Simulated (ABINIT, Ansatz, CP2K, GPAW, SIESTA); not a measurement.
**Ag (Fm-3m, 1 atom in the cell) computed with different codes at matched settings**

Self-consistent single point.

```
Ag
1.0
    0.00000     2.06080     2.06080
    2.06080     0.00000     2.06080
    2.06080     2.06080     0.00000
Ag
1
Cartesian
  0.00000   0.00000   0.00000
```

Shared settings, as Ansatz (a program for electronic structure) writes them: kpoints.mp_grid.grid = 9 9 9; scf.occupations.method = gaussian; scf.occupations.width = 0.272 eV. Potentials and cutoffs stand in the table.

```tsv
code	model	pressure (GPa)	cutoff
ABINIT	PBEsol, norm-conserving pseudopotentials (PseudoDojo nc-sr-04 PBEsol standard)	-5.52	82 Ry
Ansatz	PBEsol, default PAW files made with PBE	-5.36	default
CP2K	PBEsol, GPW, DZVP-MOLOPT-SR-GTH basis, GTH-PBE potentials (GTH_POTENTIALS)	-3.45	grid 500 Ry
SIESTA	GGA PBEsol, numerical atomic orbitals TZP, PseudoDojo PBEsol standard norm-conserving potentials (rewritten from UPF to PSML)	-7.04	grid 350 Ry
GPAW	PBEsol, GPAW PAW datasets PBEsol (made by gpaw-setup)	-5.29	550 eV
```

The spread over the programs that give each value: pressure within 3.59 GPa.

CP2K and SIESTA use small atom-centred bases, whose incompleteness enters pressures, forces and empty levels differently from a plane-wave cutoff. Ansatz's pressure is given at a fixed set of plane waves, as the other plane-wave codes print theirs; with its correction for the finite basis it is -5.32 GPa. In the pressure, CP2K (by 1.91) and SIESTA (by 1.68) lie more than 1 GPa from the median of the plane-wave programs.

The starting cell comes from a database of computed structures (which also holds hypothetical and non-ambient phases and stackings), without a prior relaxation at this level. Its lattice was rescaled by a random factor within 2.5 % of one.

Left out of this page: Elk and FLEUR (not drawn, or without a comparable value).

Keys are those of Ansatz 0.2.
